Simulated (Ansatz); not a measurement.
# Re on the Ru site (Re_Ru) in hcp Ru

All values below come from PBE, PAW (plane waves to 420 eV; Ansatz, a quantum-chemistry and plane-wave program). Cell and caveats: 48-site cell; 4×4×4 shifted k-points; start: the Ru site; no spin–orbit coupling; finite-size errors of tenths of an eV; the relaxation kept the symmetry of the starting site; flagged in the runs: a host that isn't quite at rest in this cell.

Neighbours after relaxation, in Å: of the Re atom: Ru 2.66, Ru 2.66, Ru 2.66, Ru 2.66, Ru 2.66, Ru 2.66, Ru 2.72, Ru 2.72 (the shell may go on).

Formation energies E_f are those of the neutral cell. Chemical conditions: host crystal and elements as references (Δμ(Ru) = 0.00 eV, Δμ(Re) = 0.00 eV; Re taken from its element, since no compound that bounds it was computed at this level; only phases computed here count, gases as isolated molecules at 0 K). Reference phases: Re: hcp Re, Ru: hcp Ru.

```json
[
 {"charge": "0", "moment (μB)": "not spin-polarised", "largest move off a lattice site (Å)": "0.01", "E_f, host crystal and elements as references (eV)": "-0.27"}
]
```

Flagged in the runs: a host that isn't quite at rest in this cell.

All states together cost about 26 core-minutes (a rough figure).
